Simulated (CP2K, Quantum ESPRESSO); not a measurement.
Pressure against volume in zinc-blende InP (space group 216) (CP2K, PBE)

```
CELL_PARAMETERS angstrom
      4.07691     0.00000     0.00000
      2.03846     3.53071     0.00000
      2.03846     1.17690     3.32879
ATOMIC_POSITIONS crystal
  In 0.00000 0.00000 0.00000
  P  0.75000 0.75000 0.75000
```

Level of theory: PBE, GPW, DZVP-MOLOPT-SR-GTH basis, GTH-PBE potentials (GTH_POTENTIALS) (CP2K 2026.2). Settings: CUTOFF = 650 Ry; REL_CUTOFF = 60 Ry; SMEAR/METHOD = FERMI_DIRAC; ELECTRONIC_TEMPERATURE = 116.05 K; KPOINTS/SCHEME = MACDONALD 10 10 10 0.05 0.05 0.05; XC_FUNCTIONAL = PBE; In/BASIS_SET = DZVP-MOLOPT-SR-GTH; In/POTENTIAL = GTH-PBE-q13; P/BASIS_SET = DZVP-MOLOPT-SR-GTH; P/POTENTIAL = GTH-PBE-q5; METHOD = GPW; EPS_DEFAULT = 1e-11; NGRIDS = 5; SCF_GUESS = ATOMIC; EPS_SCF = 1e-07; MAX_SCF = 100. The cell above is the first row's. The rows scale it uniformly. In all rows fractional positions and the k mesh are held.

```csv
V (Å^3/atom),P (GPa)
23.958,8.11
24.479,6.15
25.000,4.40
25.520,2.84
26.041,1.44
26.562,0.19
27.083,-0.93
27.604,-1.94
28.125,?
```

**Question.** Fit P against V with a cubic, and predict the withheld value at V = 28.125.

**Answer.** With u = V - 25.8, the rows have u = -1.8420, -1.3210, -0.8000, -0.2800, 0.2410, 0.7620, 1.2830, 1.8040. Least squares gives P = 2.067 - 2.6701·u + 0.2895·u² - 0.02264·u³. Residuals (row less fit): 0.001, -0.002, 0.000, 0.002, 0.000, 0.000, 0.000, 0.001; standard error 0.001 (degrees of freedom: 4). The fitted pressure is zero at V0 = 26.65, where dP/dV = -2.229, so B0 = -V0·dP/dV = 59.4 GPa. At the withheld row, u = 2.3250, so P = 2.067 - 2.6701 × 2.3250 + 0.2895 × 2.3250² - 0.02264 × 2.3250³ = -2.861 GPa. The calculation gives -2.83 GPa, 0.031 GPa above the prediction (0.3 % of the range of P in the table). The row lies outside the fitted rows, so this is an extrapolation.

Carrying the step between the two nearest rows on in a straight line would have given -2.95, off by 0.12; series whose last step already gives the withheld value aren't shown. The scan was laid around a cell of about the measured size, scaled by a guess for this functional. The runs keep the symmetry of the cell, so they don't test it for distortions. A plane-wave scan with the same functional (Quantum ESPRESSO, GBRV) gives V0 = 26.43 Å^3/atom and B0 = 59.4 GPa; a Birch-Murnaghan fit to all rows here lies 0.8 % from it in V0 and 0 % in B0; the two differ in basis, and may differ in potentials and mesh. Values carry the incompleteness of an atom-centred basis. Cutoffs and mesh are single choices, not tested for convergence of this quantity. Series with a scatter that would blur these digits, or in which a gap closes, are not shown.
